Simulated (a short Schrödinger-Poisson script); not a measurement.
Symmetric double-gate stack, Al2O3 on p-type Si(110)

Structure: symmetric double-gate stack, Al2O3 on p-type Si(110), at 300 K.

| layer | material | thickness (nm) | Na (cm⁻³) |
|---|---|---|---|
| 1 | Al2O3 | 2.5 | - |
| 2 | Si | 10 | 9e15 |
| 3 | Al2O3 | 2.5 | - |

The device is made up for the run: typed textbook-type constants, with dimensions and the other settings drawn at random. Al2O3: permittivity 9, conduction-band edge (eV) 2.7, gap (eV) 6.8, electron mass (mₑ) 0.3. Si: permittivity 11.7, conduction-band edge (eV) 0, gap (eV) 1.124, Nv at 300 K (cm⁻³) 3.1e19.

Channel valleys (confinement mass, in-plane density-of-states mass, number): Δ4 0.315, 0.324, 4; Δ2 0.19, 0.417, 2. At the gates, both at one voltage, the conduction-band edge of layer 1 lies 3.06 eV − eVg above the Fermi level of the channel. Gaps are held at their typed values at every temperature. Mesh 0.03 nm at interfaces.

From a short Schrödinger-Poisson script (our own, NumPy): 1D Poisson equation in equilibrium, electrons quantum, Hartree (BenDaniel-Duke, 12 states a valley, the channel's in-plane mass for all, wave functions free to enter the dielectric), parabolic valleys, classical holes, full ionisation, no traps, pinning or gate leakage.

| Vg (V) | electrons (cm⁻²) | C (μF/cm²) | Δ4 E0 (meV) | Δ4 E1 (meV) | Δ2 E0 (meV) | Δ2 E1 (meV) |
|---|---|---|---|---|---|---|
| 0.05 | 1.05e8 | < 0.003 | 321.4 | 354.4 | 327.7 | 379.7 |
| 0.1 | 7.28e8 | 0.00460 | 271.4 | 304.4 | 277.7 | 329.7 |
| 0.15 | 5.00e9 | 0.0313 | 221.6 | 254.6 | 227.9 | 279.9 |
| 0.2 | 3.29e10 | 0.196 | 172.9 | 205.7 | 179.2 | 231.1 |
| 0.25 | 1.77e11 | 0.848 | 129.5 | 161.7 | 135.8 | 187.0 |
| 0.3 | 5.95e11 | 1.83 | 98.5 | 128.8 | 104.7 | 154.0 |
| 0.35 | 1.28e12 | 2.53 | 79.0 | 106.7 | 85.2 | 131.6 |
| 0.4 | 2.14e12 | 2.96 | 66.2 | 90.8 | 72.5 | 115.6 |
| 0.45 | 3.11e12 | 3.26 | 57.0 | 78.7 | 63.5 | 103.3 |
| 0.5 | 4.16e12 | 3.48 | 49.9 | 68.8 | 56.6 | 93.5 |
| 0.55 | 5.28e12 | 3.66 | 44.1 | 60.6 | 51.3 | 85.3 |
| 0.6 | 6.45e12 | 3.81 | 39.2 | 53.5 | 46.9 | 78.4 |
| 0.65 | 7.66e12 | 3.94 | 34.9 | 47.4 | 43.2 | 72.4 |
| 0.7 | 8.90e12 | 4.05 | 31.0 | 41.9 | 40.1 | 67.2 |
| 0.75 | 1.02e13 | 4.15 | 27.5 | 37.0 | 37.3 | 62.5 |
| 0.8 | 1.15e13 | 4.24 | 24.2 | 32.6 | 34.8 | 58.4 |
| 0.85 | 1.28e13 | 4.32 | 21.1 | 28.6 | 32.6 | 54.6 |
| 0.9 | 1.42e13 | 4.38 | 18.3 | 24.9 | 30.6 | 51.2 |
| 0.95 | 1.56e13 | 4.44 | 15.6 | 21.4 | 28.7 | 48.1 |
| 1 | 1.70e13 | 4.50 | 13.0 | 18.2 | 27.0 | 45.2 |
| 1.05 | 1.84e13 | 4.55 | 10.5 | 15.1 | 25.4 | 42.5 |

Subbands count from the Fermi level. The capacitance is that of both gates.
